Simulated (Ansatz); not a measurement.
L1₀ (CuAu-type) CuAu was calculated with PBEsol in Ansatz (plane waves, PAW).

Settings: plane-wave cutoff 520 eV, 20×20×16 k mesh (along the axes of the cell as run), Fermi–Dirac smearing 0.05 eV, no spin polarisation, scalar-relativistic PAW data made under PBE.

Response to compression and expansion:

Shape and atoms are relaxed at each volume.

```json
[
 {"V (Å³/atom)": "13.643", "P (GPa)": "7.76", "c (Å)": "3.525", "a (Å)": "2.782"},
 {"V (Å³/atom)": "13.928", "P (GPa)": "3.64", "c (Å)": "3.564", "a (Å)": "2.796"},
 {"V (Å³/atom)": "14.212", "P (GPa)": "0.00", "c (Å)": "3.599", "a (Å)": "2.810"},
 {"V (Å³/atom)": "14.496", "P (GPa)": "-3.21", "c (Å)": "3.632", "a (Å)": "2.825"},
 {"V (Å³/atom)": "14.780", "P (GPa)": "-6.02", "c (Å)": "3.665", "a (Å)": "2.840"}
]
```

Note: the bulk modulus comes from volumes at which shape and atoms were relaxed.

Ansatz is a first-principles code.
